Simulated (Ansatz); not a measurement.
## A computed series for ZnS: point defects

The parent structure is a 16-atom supercell of ZnS in the zinc blende structure (space group F-43m, No. 216; a = 5.4435 Å) at its relaxed geometry.

One neutral defect a cell, atoms relaxed at fixed cell.

Method: PBE (Ansatz, a first-principles code, PAW, no spin-orbit coupling), earlier PAW set.

```csv
case,largest displacement of a host atom from its site in the perfect cell,pressure
perfect supercell,–,0.0 GPa
Se on a S site,0.07 Å,1.4 GPa
H interstitial (started 2.36 Å from the nearest host atom),0.01 Å,0.6 GPa
Ge on a Zn site,0.17 Å,3.4 GPa
S vacancy,0.92 Å,-1.0 GPa
H interstitial (started 2.22 Å from the nearest host atom),0.05 Å,0.5 GPa
```

The magnetic state is the one reached from the starting moments; the real material's order can differ, and small cells can't hold many antiferromagnetic ones. The cell is small, so the values are those of an ordered compound at a high defect concentration; dilute-limit values will differ. The mesh was chosen for an insulator and is coarse for the gapless case. Starting moments died away, wholly or in part, for Se on a S site, Ge on a Zn site and S vacancy; another magnetic solution may exist.
